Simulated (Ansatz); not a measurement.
**A constructed model of the (0001) surface of hcp Ru, (√3x√3)R30° surface alloy, Si on one Ru site of the top plane (bottom of the slab: a bare face, its two planes held)**

Computed with PBE (plane waves to 420 eV, PAW; Ansatz, a quantum-chemistry and plane-wave program).

Set-up: 18 atoms, 10.7 Å thick at the start with caps and adatoms (thin: gaps and levels are the slab's own); mesh 9x9x1; 0.1 eV smearing; dipole correction on; 6 atoms held, the rest relaxed; held to the start's symmetry, so lower structures may exist; no spin, no spin-orbit, no U. It is one candidate, not shown to be the stable structure of the face.

```yaml
work_function_of_the_top_face: 4.70 eV
energy_released_by_relaxation: 0.033 eV
cost: roughly 6 core-minutes
```
